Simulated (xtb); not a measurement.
xtb 6.7.1, GFN1-xTB: Cc1[c]cccc1, charge 0, multiplicity 2, 14 atoms. The geometry is a generated start, not checked to be a minimum at this level.

```
Item                      Result
-----------------  -------------
run flags                 --grad
method                  GFN1-xTB
--acc                1 (default)
--etemp (K)        300 (default)
basis functions               42
valence electrons             35
```

```xyz
14

C      2.2557    -0.0379     0.2476
C      0.7703    -0.1054     0.0642
C      0.0986    -1.2827    -0.1344
C     -1.2461    -1.4162    -0.2940
C     -2.0182    -0.2551    -0.2509
C     -1.3964     0.9637    -0.0525
C     -0.0232     1.0437     0.1032
H      2.5156    -0.3021     1.2728
H      2.7530    -0.7442    -0.4143
H      2.6268     0.9638     0.0453
H     -1.7112    -2.3786    -0.4497
H     -3.0897    -0.3204    -0.3732
H     -1.9877     1.8681    -0.0191
H      0.4525     2.0032     0.2551
```

Charge 0 and multiplicity 2 are set for this test and not shown to be the ground state. GFN-xTB has no spin term: --uhf 1 sets the occupations alone.

One run each on 1 thread. Values of broydamp tried: 0.02, 0.05, 0.1, 0.2, 0.4 (default), 0.6, 0.8, 1.

Task: Predict the course of the SCC iterations along this series.

Result: Fewest SCC iterations, within one of each other: 0.4 (default) with 9, 0.6 with 10, 0.8 with 10. The count rises to 16 at 0.02. All converge to one solution.

```json
[
 {"broydamp": "0.02", "SCC iterations": "16", "end": "same solution"},
 {"broydamp": "0.05", "SCC iterations": "14", "end": "same solution"},
 {"broydamp": "0.1", "SCC iterations": "12", "end": "same solution"},
 {"broydamp": "0.2", "SCC iterations": "11", "end": "same solution"},
 {"broydamp": "0.4 (default)", "SCC iterations": "9", "end": "same solution"},
 {"broydamp": "0.6", "SCC iterations": "10", "end": "same solution"},
 {"broydamp": "0.8", "SCC iterations": "10", "end": "same solution"},
 {"broydamp": "1", "SCC iterations": "11", "end": "same solution"}
]
```
